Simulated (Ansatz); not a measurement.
The parent structure is TaTlP₂O₈ (space group P-3m1, No. 164; a = 5.214 Å, c = 8.233 Å; a cell from a computed database, its experimental status unchecked).

Computed with PBEsol (Ansatz, a first-principles code; PAW; 420 eV plane waves; no spin-orbit coupling), earlier PAW set.

Before the change:

- Smallest direct gap = 3.41 eV
- Band gap = 3.29 eV
- Gap character = indirect, L → Γ

Now apply this change: an isotropic linear strain of −1.54 %, atoms relaxed at fixed cell.

Problem. What does the calculation give for the smallest direct gap, band gap and gap character after the change?

Solution. The smallest direct gap rises by 0.11 eV, from 3.41 eV to 3.52 eV; the band gap drops by 0.01 eV to 3.28 eV; the gap character becomes indirect, L → A (base: indirect, L → Γ).

Spin-orbit coupling, missing from the scalar runs, can matter with Ta and Tl. No phonon test of stability was made.
